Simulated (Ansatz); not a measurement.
# ZrC, response to strain

Consider ZrC in the rock salt structure (space group Fm-3m, No. 225; a = 4.6691 Å; relaxed with 0.1 eV smearing). Axes: x, y, z lie along the cube axes.

Strains are applied to the cell and any free atomic positions relax; under biaxial strain the out-of-plane vector relaxes too.

All numbers come from Ansatz (a first-principles code), PBEsol, PAW, cutoff 420 eV, spin-orbit coupling left out.

Notes on the quantities. energy relative to the base: free energy F; pressure: mean of the normal stresses, compression positive.

```json
[
 {"variant": "base", "energy relative to the base": "0 meV/atom", "out-of-plane strain": "–", "pressure": "0.0 GPa", "shortest interatomic distance": "2.335 Å"},
 {"variant": "biaxial strain −3.00 %, plane normal [001], relaxed out of plane", "energy relative to the base": "+44 meV/atom", "out-of-plane strain": "+1.33 %", "pressure": "13.3 GPa", "shortest interatomic distance": "2.264 Å"},
 {"variant": "biaxial strain −2.50 %, plane normal [001], relaxed out of plane", "energy relative to the base": "+30 meV/atom", "out-of-plane strain": "+1.11 %", "pressure": "10.8 GPa", "shortest interatomic distance": "2.276 Å"},
 {"variant": "biaxial strain −1.50 %, plane normal [001], relaxed out of plane", "energy relative to the base": "+11 meV/atom", "out-of-plane strain": "+0.65 %", "pressure": "6.1 GPa", "shortest interatomic distance": "2.300 Å"},
 {"variant": "biaxial strain −1.00 %, plane normal [001], relaxed out of plane", "energy relative to the base": "+4.6 meV/atom", "out-of-plane strain": "+0.43 %", "pressure": "3.9 GPa", "shortest interatomic distance": "2.311 Å"},
 {"variant": "biaxial strain −0.50 %, plane normal [001], relaxed out of plane", "energy relative to the base": "+1.1 meV/atom", "out-of-plane strain": "+0.21 %", "pressure": "1.9 GPa", "shortest interatomic distance": "2.323 Å"},
 {"variant": "biaxial strain +0.50 %, plane normal [001], relaxed out of plane", "energy relative to the base": "+1.1 meV/atom", "out-of-plane strain": "-0.21 %", "pressure": "-1.8 GPa", "shortest interatomic distance": "2.330 Å"},
 {"variant": "biaxial strain +1.00 %, plane normal [001], relaxed out of plane", "energy relative to the base": "+4.3 meV/atom", "out-of-plane strain": "-0.42 %", "pressure": "-3.5 GPa", "shortest interatomic distance": "2.325 Å"},
 {"variant": "biaxial strain +2.00 %, plane normal [001], relaxed out of plane", "energy relative to the base": "+17 meV/atom", "out-of-plane strain": "-0.82 %", "pressure": "-6.6 GPa", "shortest interatomic distance": "2.315 Å"},
 {"variant": "biaxial strain +3.00 %, plane normal [001], relaxed out of plane", "energy relative to the base": "+36 meV/atom", "out-of-plane strain": "-1.21 %", "pressure": "-9.4 GPa", "shortest interatomic distance": "2.306 Å"}
]
```

No phonon test of stability was made. The final runs are not spin-polarised.
